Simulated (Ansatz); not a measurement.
An Ansatz (a first-principles code) run: TiSi2 with a change (pressure 3 GPa); PBE (Ansatz, PAW, no SOC), earlier PAW set.

Input:

Ansatz 0.2 input:
```yaml
crystal:
  lattice:
    - [1.7729693677, -6.7825198296, 0]
    - [1.7729693677, 6.7825198296, 0]
    - [0, 0, 3.579693024]
  atoms:
    - { symbol: Si, position: [0.9408388252, 0.0591611748, 0.75] }
    - { symbol: Si, position: [0.0591611748, 0.9408388252, 0.25] }
    - { symbol: Si, position: [0.2502792407, 0.7497207593, 0.75] }
    - { symbol: Si, position: [0.7497207593, 0.2502792407, 0.25] }
    - { symbol: Ti, position: [0.6032003435, 0.3967996565, 0.75] }
    - { symbol: Ti, position: [0.3967996565, 0.6032003435, 0.25] }
basis: { ecutwfc: 420, ecutrho_ratio: 4, xc_grid: 2, fft_grid_basis: typed }
kpoints: { mp_grid: { grid: [14, 14, 13] } }
hamiltonian:
  xc: pbe
  dispersion: none
  pseudopotentials: { azcp: { folder: ./paw }, kind: paw }
scf: { occupations: { method: fermi_dirac, width: 0.05 } }
relax: { f_tol: 0.01, max_steps: 60, cell: { stress_tol: 0.02, p_target: 3.0 } }
output: { forces: true, stress: true }
checkpoint: { write: state.ck, write_every: 1000 }
```

Output (explanatory and most iteration lines left out):

```
Relaxation: its limit of steps is 60 (relax.max_steps)
Pseudopotential: Si, paw, valence charge 4
Pseudopotential: Ti, paw, valence charge 12
Crystal: 6 atoms, lattice volume = 86.093 Å³
Basis set: ecut = 420 eV, 1685 PW (Γ), exchange–correlation on 96×96×48 points (8 copies of the dense FFT grid, shifted against one another)
Bands: 26, of which v1, the nominal top of the filled ones, is band 20 counted from 1 (19 counted from 0)
Symmetry: 8 space group operations
Space group: Cmcm (ITA 63), of the structure as read, at distance tolerance 4.4e-5 Å
k-points: 399 of 2548
Functional: x = pbe(κ = 0.804, μ = 0.2195149727645171), c = pbe(β = 0.06672455060314922)
SCF iter   1: F=—  HF=-7546.518150 eV  |F-HF|=—  |Δ(HF+E_count)|=         —  Δρ=3.51e-2  dr2=2.33e0  ethr=3.10e-3  ⟨swp⟩=6.4  Hψ=49924  notcnv=0
SCF iter   2: F=—  HF=-7546.190988 eV  |F-HF|=—  |Δ(HF+E_count)|=   3.27e-1  Δρ=2.20e-2  dr2=8.98e-1  ethr=3.10e-3  ⟨swp⟩=1.6  Hψ=13923  notcnv=0
SCF 1 converged in 8 iterations: F = -7545.977104 eV  dr2 = 8.92e-9
relax step   1: F+E_penalty+E_count = -7545.97710360 eV  Δ(F+E_penalty+E_count) = +0.000e0 eV  max|allowed force component| = 1.754e-3 eV/Å  Δτ_max = 0.0000 Å  P = -0.002 GPa  Ω = 86.093 Å³  (8 SCF iters, dr2 threshold 1.00e-7 eV, accepted)
[... steps on the carried basis left out ...]
relax step   5: F+E_penalty+E_count = -7545.95928676 eV  Δ(F+E_penalty+E_count) = +3.650e-4 eV  max|allowed force component| = 4.513e-3 eV/Å  Δτ_max = 0.0000 Å  P = +2.996 GPa  Ω = 84.153 Å³  stress off target by 1.01e-2 GPa  SCF on the basis re-selected at this cell (its energy is not comparable with the rows above)  (6 SCF iters)
SCF converged after 6 iterations
Free energy (F): -7545.959287 eV
Internal energy: -7545.946018 eV  (E = F + TS)
E sigma→0 (E₀):  -7545.952652 eV
Entropy (-TS):   -0.013269 eV (-2.211 meV/atom)
Fermi energy:    13.089662 eV
--- Forces (eV/Å), atoms counted from 1 ---
  atom   1  Si     0.00000000    -0.00451273     0.00000000
  atom   2  Si    -0.00000000     0.00451273     0.00000000
  atom   3  Si     0.00000000    -0.00056035     0.00000000
  atom   4  Si    -0.00000000     0.00056035     0.00000000
  atom   5  Ti     0.00000000    -0.00093174     0.00000000
  atom   6  Ti     0.00000000     0.00093174     0.00000000
--- Stress (GPa, compression-positive) ---
        2.998591       0.000000       0.000000
       -0.000000       2.989907       0.000000
        0.000000       0.000000       3.000859
  P = ⅓ Tr σ = 2.9965 GPa (29.965 kbar)
--- Relaxed structure (4 steps of the walk, 4 accepted, 1 SCFs on fresh bases) ---
  cell:  # Å, volume = 84.1535 Å³
    - [1.7621036921701188, -6.705405952756388, -8.623176844886203e-34]
    - [1.7621036921701188, 6.705405952756388, 3.21002267745964e-34]
    - [-5.464682741843119e-34, 3.1226758524817825e-34, 3.561110436404676]
  atoms:
    - { symbol: Si, position: [0.940227775861757, 0.05977222413824301, 0.75] }
    - { symbol: Si, position: [0.05977222413824301, 0.940227775861757, 0.25] }
    - { symbol: Si, position: [0.2503522668361863, 0.7496477331638137, 0.75] }
    - { symbol: Si, position: [0.7496477331638137, 0.2503522668361863, 0.25] }
    - { symbol: Ti, position: [0.6026903499286461, 0.39730965007135394, 0.75] }
    - { symbol: Ti, position: [0.39730965007135394, 0.6026903499286461, 0.25] }
```

Load acts through the strain it causes; cell and atoms are relaxed under it. Whether these cells are dynamically stable was not tested. The final runs are not spin-polarised. The cell was made from TiSi2 (space group Cmcm, No. 63) by this change: pressure 3 GPa.
